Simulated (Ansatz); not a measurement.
# SrTiO3: stress against strain

SrTiO3 (cubic perovskite, Pm-3m, 11.451 Å³/atom at rest) under an equal strain ε in the (001) plane with the normal axis free, as in a coherent film. LDA in Ansatz, a plane-wave DFT program (PAW, default set), 420 eV, 9×9×9 Γ-centred mesh, Fermi-Dirac smearing 0.05 eV; ions are relaxed within the symmetry of each cell. Stress is positive for a compressed cell.

Here s stands for strain and y for stress xx.

```csv
strain (%),stress xx (GPa)
-1.20,5.51
-0.60,2.67
0.00,0.00
0.60,-2.50
1.20,-4.85
3.00,?
```

Fit y of the 5 rows that show it with a straight line. Means: s 0, y 0.166. About the means, the sum of products is -15.534 and the sum of squares of s is 3.6000; the slope is their ratio. Least squares gives y = 0.166 - 4.3150·s. Residuals (row less fit): 0.166, -0.085, -0.166, -0.077, 0.162; standard error 0.177 (degrees of freedom: 3). The slope gives the biaxial elastic modulus of this plane = 432 ± 9 GPa.

Q: Estimate the missing y (s = 3.00); what did the run itself give?

A: y = 0.166 - 4.3150 × 3.0 = -12.779 GPa. The calculation gives -11.04 GPa, 1.739 GPa above the prediction (10.5 % of the range of y in the table). The row lies outside the fitted rows, so this is an extrapolation. From the scatter of the fitted rows alone, a prediction at this place has a standard error of 0.341 GPa, so the miss is 5.1 times that.

One order more, fitted to all 11 runs of the series, follows each within 0.07, so the miss is the next term of a smooth law. The primitive cell can neither tilt nor turn polar against its symmetry, as such crystals can under strain. SrTiO3 is here the ideal cubic form; the compound distorts at low or room temperature. Rows are the converged runs of the series near zero and its far end; series whose fitted rows scatter by over a few per cent of the range, as at a crossing or softening among them, aren't shown in this form. Most that stay on the fit to the last digits aren't either.
